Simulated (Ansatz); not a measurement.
Hypothetical zinc blende ScAs: response to strain

The parent structure is ScAs in the zinc blende structure (space group F-43m, No. 216; a = 6.0391 Å; a hypothetical phase, not in the database extracts checked).

Strains are applied to the cell and any free atomic positions relax.

Method: PBEsol (Ansatz, a first-principles code, PAW, no spin-orbit coupling).

| isotropic strain (%) | pressure (GPa) |
|---|---|
| -4.18 | 9.7 |
| 0 | 0.0 |
| 0.48 | ? |
| 0.68 | -1.2 |
| 3.35 | -4.8 |

Q: Fit P = P₀ − Bδ + Cδ² with δ = (1 + ε)³ − 1 to the rows shown and predict the withheld row.

A: Least squares on the printed values gives P₀ = 0.0 GPa, B = 62.2 GPa, C = 153 GPa (largest residual 0.0 GPa); this predicts -0.9 GPa, and the run gives -0.8 GPa, in agreement.

Stability against distortions was not tested. All final runs are without spin polarisation.
